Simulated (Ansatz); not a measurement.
## Short convergence ladders for TiCd (P4mm, 4 atoms in the cell)

```xyz
4
Lattice="2.9025 0.0000 0.0000 0.0000 2.9025 0.0000 0.0000 0.0000 9.0593" Properties=species:S:1:pos:R:3 pbc="T T T"
Ti     0.0000     1.4513     3.5946
Ti     1.4513     0.0000     5.5146
Cd     0.0000     1.4513     7.8514
Cd     1.4513     0.0000     1.2079
```

Base method: PBEsol, default PAW files made with PBE (plane waves; Ansatz, a program for electronic structure).

Base settings: basis.ecutwfc = 420 eV; kpoints.mp_grid.grid = 9 9 3; hamiltonian.xc = pbesol; hamiltonian.pseudopotentials = {kind: paw} (the program's default PAW files); scf.occupations.method = fermi_dirac; scf.occupations.width = 0.1 eV.

The count of work is k-points × plane waves × bands × iterations; it is no time. Core times come from one kind of shared machine, to one figure; runs under 30 s give none.

**The cutoff for other potential files**

Level: DFT, PBEsol, plane waves, harder PAW files (source: ansatz) made with PBE.

In this ladder: hamiltonian.pseudopotentials = {kind: paw, source: ansatz}.

The second cell is the first with its lattice scaled by 0.98.

The mesh stays at the base's, so the ladder's end is converged at best in this setting alone.

The first pressure column holds Ansatz's estimate of the finite-basis (Pulay) stress, which hides part of the cutoff error; the other is without it.

Only quantities that move along the ladder and can be compared are tabulated.

| basis.ecutwfc | free energy less the last step's (meV/atom) | energy of the compressed cell less the first (meV/atom) | pressure (GPa) | pressure without the Pulay estimate (GPa) | largest difference of a force vector from the last step's (eV/Å) | count of work / last |
|---|---|---|---|---|---|---|
| 335 eV | 1845.11 | 2.80 | -1.51 | -91.04 | 0.471 | 0.11 |
| 405 eV | 304.56 | -11.36 | -4.57 | -21.51 | 0.078 | 0.15 |
| 520 eV | 15.86 | -6.50 | -3.65 | -4.91 | 0.011 | 0.21 |
| 630 eV | 1.19 | -6.87 | -3.69 | -3.75 | 0.001 | 0.28 |
| 740 eV | 0.52 | -6.86 | -3.68 | -3.70 | 0.000 | 0.36 |
| 890 eV | 0.34 | -6.86 | -3.68 | -3.69 | 0.000 | 0.46 |
| 1110 eV | 0.17 | -6.86 | -3.68 | -3.69 | 0.000 | 0.64 |
| 1480 eV | 0.00 | -6.86 | -3.68 | -3.69 | 0.000 | 1.0 |

Coarsest basis.ecutwfc that holds the energy of the compressed cell less the first within 0.2 meV/atom of the last step, with all finer ones: 630 eV, at 0.28 of the last step's count of work; the step before is off by 0.36 meV/atom.

Coarsest basis.ecutwfc that holds the free energy within 1 meV/atom of the last step, with all finer ones: 740 eV, at 0.36 of the last step's count of work; the step before is off by 1.2 meV/atom.

Coarsest basis.ecutwfc that holds the pressure without the Pulay estimate within 0.5 GPa of the last step, with all finer ones: 630 eV, at 0.28 of the last step's count of work; the step before is off by 1.2 GPa.

The energy difference between the two cells stays within 1 meV/atom of the last step's from 520 eV on, the total only from 740 eV on: much of the error is common to both cells and cancels.

At the lowest cutoff the pressure without the Pulay estimate lies 87.4 GPa under the last step's, the usual sign of Pulay stress in an incomplete plane-wave basis.

**The relaxed cell against the cutoff**

On TiCd (P4/nmm, 4 atoms in the cell): atoms on their sites.

In this ladder: relax = cell and atoms.

The mesh stays at the base's, so the ladder's end is converged at best in this setting alone.

Only quantities that move along the ladder and can be compared are tabulated.

| basis.ecutwfc | relaxed volume (Å³/atom) | relaxation steps | core time / last (rough) |
|---|---|---|---|
| 210 eV | 18.960 | 77 | 2 |
| 250 eV | 18.091 | 37 | 1 |
| 295 eV | 18.175 | 18 | 0.8 |
| 355 eV | 18.202 | 7 | – |
| 420 eV | 18.199 | 5 | – |
| 505 eV | 18.199 | 5 | 0.5 |
| 630 eV | 18.199 | 5 | 0.6 |
| 840 eV | 18.198 | 5 | 1 |

Coarsest basis.ecutwfc that holds the relaxed volume within 0.036 Å³/atom of the last step, with all finer ones: 295 eV; the step before is off by 0.11 Å³/atom.

At the lowest cutoff the cell relaxes to a volume 4.2 % larger than at the highest. Ansatz relaxes on a stress corrected for the finite basis.

On the base run: the starting cell comes from a database of computed structures (which also holds hypothetical and non-ambient phases and stackings), without a prior relaxation at this level. Its lattice was rescaled by up to half a per cent. One atom was moved a little off its site on purpose. Spin polarisation is off.

Keys are those of Ansatz 0.2.
